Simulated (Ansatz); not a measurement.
Data:

```xyz
2
Lattice="0.0000 2.4046 2.4046 2.4046 0.0000 2.4046 2.4046 2.4046 0.0000" Properties=species:S:1:pos:R:3 pbc="T T T"
Zr     0.0000     0.0000     0.0000
C      2.4046     2.4046     2.4046
```

No spin polarisation.

The values are results of Ansatz (a first-principles code) PBEsol, spin-orbit coupling left out, not measurements. k-mesh 21×21×21 (Γ-centred); smearing 0.1 eV (Fermi–Dirac).

Predict the band gap, space group and pressure.


```json
{
 "band_gap": "zero",
 "space_group": "Fm-3m (No. 225)",
 "pressure": "-17.5 GPa"
}
```

The cells carry an imposed strain or load. No phonon test of stability was made. All final runs are without spin polarisation. The cell was made from ZrC in the rock salt structure (space group Fm-3m, No. 225) by this change: isotropic strain +3.00 %.
